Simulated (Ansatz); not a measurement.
Start from Sn (space group I4_1/amd, No. 141).

```yaml
crystal:
  lattice:
    - [-2.91645, 2.91645, 1.57904]
    - [2.91645, -2.91645, 1.57904]
    - [2.91645, 2.91645, -1.57904]
  atoms:
    - { symbol: Sn, position: [0.75000, 0.25000, 0.50000] }
    - { symbol: Sn, position: [0.00000, 0.00000, 0.00000] }
```

Calculations: PBEsol (Ansatz, a program for electronic structure, PAW, no spin-orbit coupling).

One change was made to it. Results:

```tsv
quantity	base	after
c/a ratio	0.541	0.541
volume per atom	26.86 Å³	23.83 Å³
```

Which change produced these results?
A) pressure −1 GPa
B) pressure 9 GPa
C) pressure 1.8 GPa

B, pressure 9 GPa. For comparison, the volume per atom in the other runs: pressure 1.8 GPa gives 26.07 Å³; pressure −1 GPa gives 27.38 Å³.

Load acts through the strain it causes; cell and atoms are relaxed under it. Stability against distortions was not tested. Measured, Sn leaves this structure (for a body-centred tetragonal phase) near 8 GPa (temperature not stated; as listed in Olga Degtyareva, NATO science for peace and security series. B, Physics and biophysics (2010)).
